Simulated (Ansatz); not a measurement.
The reference is KTaO₃ in the cubic perovskite structure (space group Pm-3m, No. 221; a = 4.024 Å).

Levels (all Ansatz, an electronic-structure program, PAW): PBE (420 eV, spin-orbit coupling left out); r2SCAN (500 eV, scalar-relativistic without spin-orbit coupling); HSE06 (420 eV, no spin-orbit coupling); PBE+SOC (420 eV, spin-orbit coupling included).

One geometry, relaxed with PBE, under each level:

Notes on the quantities. electron mass: degenerate bands, along [100]; hole mass: degenerate bands, along [100].

```json
[
 {"level": "PBE", "band gap": "2.16 eV", "lowest conduction level above the VBM at special points": "Γ 2.16 eV; X 2.31 eV; M 4.91 eV; R 6.27 eV", "electron mass": "–", "hole mass": "–", "pressure": "0.00 GPa"},
 {"level": "r2SCAN", "band gap": "2.56 eV", "lowest conduction level above the VBM at special points": "Γ 2.56 eV; X 2.70 eV; M 5.30 eV; R 6.68 eV", "electron mass": "–", "hole mass": "–", "pressure": "-5.06 GPa"},
 {"level": "HSE06", "band gap": "3.50 eV", "lowest conduction level above the VBM at special points": "Γ 3.50 eV; X 3.66 eV; M 6.47 eV", "electron mass": "–", "hole mass": "–", "pressure": "–"},
 {"level": "PBE+SOC", "band gap": "2.02 eV", "lowest conduction level above the VBM at special points": "Γ 2.02 eV; X 2.29 eV; M 4.76 eV; R 6.12 eV", "electron mass": "0.27, 0.75 mₑ (at Γ)", "hole mass": "1.1, 2.8 mₑ (at R)", "pressure": "-0.18 GPa"}
]
```

Single points use the geometry relaxed with PBE. Their cutoffs differ, which shifts pressures a little. The hybrid gap comes from the SCF mesh plus the semilocal run's edge points and a few special points and is an upper bound. The spin-orbit shifts are approximate. With Ta present, leaving out spin-orbit coupling can change the band edges. Effective masses come from finite differences of ±0.01 Å⁻¹. Whether these cells are dynamically stable was not tested.
